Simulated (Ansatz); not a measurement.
A computed series for Nb: response to strain

Consider Nb in the bcc (W type) structure (space group Im-3m, No. 229; a = 3.303 Å). Axes: x, y, z lie along the cube axes.

Strains are applied to the cell and any free atomic positions relax; under biaxial strain the out-of-plane vector relaxes too.

Method: r2SCAN/PAW in Ansatz (a first-principles code), no spin-orbit coupling.

Candidates:
(a) biaxial strain +3.07 %, plane normal [001], relaxed out of plane
(b) isotropic strain −1.10 %
(c) isotropic strain +5.95 %
(d) isotropic strain −4.66 %

Notes on the quantities. energy relative to the base: free energy F.

Order them by energy relative to the base, lowest first.

(b) isotropic strain −1.10 % (+11 meV/atom), (a) biaxial strain +3.07 %, plane normal [001], relaxed out of plane (+20 meV/atom), (d) isotropic strain −4.66 % (+0.218 eV/atom), (c) isotropic strain +5.95 % (+0.266 eV/atom)

Without a gap, meshes like the base's 20×20×20 leave anisotropic stresses uncertain by several tenths of a GPa, and small strain energies with them. Whether these cells are dynamically stable was not tested. All final runs are without spin polarisation.
